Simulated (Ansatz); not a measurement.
The parent structure is Rh in the fcc (Cu type) structure (space group Fm-3m, No. 225; relaxed with 0.1 eV smearing).

```
Rh
1.0
    0.00000     1.89079     1.89079
    1.89079     0.00000     1.89079
    1.89079     1.89079     0.00000
Rh
1
Cartesian
  0.00000   0.00000   0.00000
```

Cartesian axes are those of the cell as printed.

Method: plane-wave PAW DFT at the PBEsol level (Ansatz, a program for electronic structure, 420 eV), no SOC.

Base values:

| Item | Value |
|---|---|
| Shortest interatomic distance | 2.674 Å |

The change: the cell is compressed by 1.00 % along z with no lateral relaxation, atoms relaxed at fixed cell.

Q: Predict the new stress, energy relative to the base and shortest interatomic distance.

A: The stress (xx, yy, zz, yz, xz, xy; compression positive) amounts to (2.2, 2.2, 4.8, 0.0, 0.0, 0.0) GPa; the energy increases by 2.0 meV/atom; the shortest interatomic distance decreases by 0.013 Å (2.674 Å → 2.661 Å).

The cells carry an imposed strain or load. Whether these cells are dynamically stable was not tested. The final runs are not spin-polarised.
